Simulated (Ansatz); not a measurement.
The reference is ZrSe₂ in the CdI2 type structure (space group P-3m1, No. 164; layered, stacked along the Cartesian z axis; relaxed with 0.1 eV smearing).

```
CELL_PARAMETERS angstrom
      3.65982     0.00000     0.00000
     -1.82991     3.16950     0.00000
      0.00000     0.00000     5.84124
ATOMIC_POSITIONS crystal
  Zr 0.00000 0.00000 0.00000
  Se 0.33333 0.66667 0.27535
  Se 0.66667 0.33333 0.72465
```

Cartesian axes are those of the cell as printed.

Level of theory: Ansatz (a program for electronic structure), PBEsol-D3(BJ), PAW, cutoff 420 eV, spin-orbit coupling left out.

Before the change:

* **Volume per atom**: 22.59 Å³

The change: tensile biaxial strain of 3.00 % in the plane normal to [001], as in epitaxy on a mismatched substrate; the out-of-plane cell vector and the atoms relax.

Q: What does the calculation give for the volume per atom after the change?

A: The volume per atom goes up by 1.08 Å³ (22.59 Å³ → 23.67 Å³).

Stability against distortions was not tested. All final runs are without spin polarisation.
